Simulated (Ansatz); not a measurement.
Band structure of BaN₂ (C2/c, 6 atoms in the cell).

```yaml
crystal:
  lattice:
    - [3.60853, -2.24007, 0.00000]
    - [3.60853, 2.24007, 0.00000]
    - [-1.91796, 0.00000, 7.10333]
  atoms:
    - { symbol: Ba, position: [0.20407, 0.79593, 0.75000] }
    - { symbol: Ba, position: [0.79593, 0.20407, 0.25000] }
    - { symbol: N, position: [0.44393, 0.15001, 0.54520] }
    - { symbol: N, position: [0.55607, 0.84999, 0.45480] }
    - { symbol: N, position: [0.84999, 0.55607, 0.95480] }
    - { symbol: N, position: [0.15001, 0.44393, 0.04520] }
```

Method of the run: PBEsol, PAW files made with PBE (plane waves; Ansatz, an electronic-structure program).

Settings: basis.ecutwfc = 420 eV; kpoints.mp_grid.grid = 6 6 4; hamiltonian.xc = pbesol; hamiltonian.pseudopotentials = {kind: paw} (an earlier, softer set of the program's PAW files); scf.occupations.method = fermi_dirac; scf.occupations.width = 0.1 eV; kpoints.band_path.npoints = 8.

The starting cell comes from a database of computed structures (which also holds hypothetical and non-ambient phases and stackings), without a prior relaxation at this level. Its lattice was rescaled by a random factor within 2.5 % of one. The run gives no clean gap (levels at the Fermi energy touch, overlap or are partly filled at this smearing), which alone does not show that the compound is a metal.

Levels in eV from the Fermi level, bands 17 to 24:
| point | 17 | 18 | 19 | 20 | 21 | 22 | 23 | 24 |
|---|---|---|---|---|---|---|---|---|
| Γ | -6.15 | -5.90 | -0.71 | -0.70 | -0.42 | 0.39 | 2.30 | 2.56 |
| Y | -5.98 | -5.64 | -2.18 | 0.26 | 0.88 | 0.91 | 2.32 | 4.12 |
| F | -5.95 | -5.63 | -1.99 | -0.10 | 0.77 | 0.86 | 2.73 | 4.13 |
| L | -5.67 | -5.67 | -1.20 | -1.20 | 0.83 | 0.83 | 3.50 | 3.50 |
| I | -5.77 | -5.77 | -0.16 | -0.16 | 0.07 | 0.07 | 3.17 | 3.17 |

Bands cross the Fermi level along this path, so the cell is metallic at this level.

Keys are those of Ansatz 0.2.
